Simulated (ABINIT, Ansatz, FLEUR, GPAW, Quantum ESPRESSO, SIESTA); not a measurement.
**Code comparison for Co (P6_3/mmc, 2 atoms in the cell)**

Self-consistent single point.

```
CELL_PARAMETERS angstrom
      2.45049     0.00000     0.00000
     -1.22525     2.12219     0.00000
      0.00000     0.00000     3.98616
ATOMIC_POSITIONS crystal
  Co 0.33333 0.66667 0.25000
  Co 0.66667 0.33333 0.75000
```
Moments meant for the start (each program seeds them in its own way; μB, in the order of the atoms Co Co): 3.0 3.0.

Shared settings, as Ansatz (a quantum-chemistry and plane-wave program) writes them: kpoints.mp_grid.grid = 5 5 3; scf.occupations.method = gaussian; scf.occupations.width = 0.05 eV. Potentials and cutoffs stand in the table.

```json
[
 {"code": "Ansatz", "model": "PBE, PAW files", "pressure (GPa)": "13.88", "size of the net moment (μB/atom)": "1.76", "cutoff": "default"},
 {"code": "Quantum ESPRESSO", "model": "PBE, PSlibrary PAW (PBE) pseudopotentials", "pressure (GPa)": "12.71", "size of the net moment (μB/atom)": "1.74", "cutoff": "50 Ry"},
 {"code": "ABINIT", "model": "PBE, norm-conserving pseudopotentials (PseudoDojo nc-sr-05 PBE standard)", "pressure (GPa)": "14.27", "size of the net moment (μB/atom)": "1.77", "cutoff": "96 Ry"},
 {"code": "GPAW", "model": "PBE, GPAW PAW datasets PBE (gpaw-data 1.0.1)", "pressure (GPa)": "15.20", "size of the net moment (μB/atom)": "1.74", "cutoff": "800 eV"},
 {"code": "SIESTA", "model": "GGA PBE, numerical atomic orbitals TZP, PseudoDojo PBE standard norm-conserving potentials (rewritten from UPF to PSML)", "pressure (GPa)": "6.00", "size of the net moment (μB/atom)": "1.75", "cutoff": "grid 400 Ry"},
 {"code": "FLEUR", "model": "PBE, all-electron FLAPW (FLEUR), scalar-relativistic valence", "pressure (GPa)": "–", "size of the net moment (μB/atom)": "1.76", "cutoff": "Kmax 3.8 1/bohr"}
]
```

A dash marks a value that a program does not give, or that is left out as unsure.

On Ansatz's run: the magnetic order is the one reached from the typed start; others were not searched systematically.

The spread over the programs that give each value: pressure within 9.20 GPa; size of the net moment within 0.03 μB/atom.

SIESTA uses small atom-centred bases, whose incompleteness enters pressures, forces and empty levels differently from a plane-wave cutoff. FLEUR treats all electrons, but the usual bases taken here (sphere radii, linearisation, local orbitals, empty states) were not tested for convergence, so the values are no reference for the others. Ansatz's pressure is given at a fixed set of plane waves, as the other plane-wave codes print theirs; with its correction for the finite basis it is 14.11 GPa (the shift of 0.24 GPa shows how far the cutoff is from converged). In the pressure, Quantum ESPRESSO (by 1.36), GPAW (by 1.13) and SIESTA (by 8.07) lie more than 1 GPa from the median of the plane-wave programs.

On the base mesh (12 12 7) the same programs gave: Ansatz pressure 10.87 GPa; Quantum ESPRESSO pressure 10.05 GPa; ABINIT pressure 11.50 GPa; GPAW pressure 12.49 GPa; SIESTA pressure 3.58 GPa.

The values differ from the base mesh's, so the mesh still matters here: the table compares the programs at equal settings.

The starting cell comes from a database of computed structures (which also holds hypothetical and non-ambient phases and stackings), without a prior relaxation at this level. Its lattice was rescaled by a random factor within 2.5 % of one.

Keys are those of Ansatz 0.2.
